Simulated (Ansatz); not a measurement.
The (21-30) face of hcp Os can be cut between different planes. Symmetric, stoichiometric slabs relaxed in the 1x1 cell (31.7 Å²): top plane Os, 0.30 Å over the next in the ideal cut; top plane Os, 0.60 Å over the next in the ideal cut.

The numbers are results of PBE (plane waves to 420 eV, PAW; Ansatz, an electronic-structure program), not measurements.

Problem. Rank these by surface energy (lowest first), as PBE gives it.

Solution. the cut with an outer spacing of 0.30 Å (4.00 J/m²), the cut with an outer spacing of 0.60 Å (4.10 J/m²)
